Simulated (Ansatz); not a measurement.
Start from CsPbBr₃ in the cubic perovskite structure (space group Pm-3m, No. 221; a = 6.003 Å).

All numbers come from PBE (Ansatz, a quantum-chemistry and plane-wave program, PAW, scalar-relativistic without spin-orbit coupling).

Before the change:

Hole mass: 0.18 mₑ (at R)
Electron mass: 0.091, 0.84, 0.84 mₑ (at R)
Band gap: 1.78 eV

The change: hydrostatic tension (pressure −2 GPa).

Problem. Predict the new hole mass.

Solution. The hole mass changes from 0.18 mₑ (at R) to 0.27 mₑ (at R).

Problem. What happens to the electron mass?

Solution. The electron mass (degenerate bands, along [100]) changes from 0.091, 0.84, 0.84 mₑ (at R) to 0.11, 1.1, 1.1 mₑ (at R).

Problem. Estimate the effect on the band gap.

Solution. The band gap increases by 0.39 eV, from 1.78 eV to 2.17 eV.

Spin-orbit coupling, missing from the scalar runs, can matter with Pb. Load acts through the strain it causes; cell and atoms are relaxed under it. Masses are band curvatures over ±0.01 Å⁻¹ around the edge. No phonon test of stability was made. Many cubic perovskites are stable only at high temperature; tilts and polar distortions were not tested. This is not the structure that CsPbBr3 has at room temperature and ambient pressure.
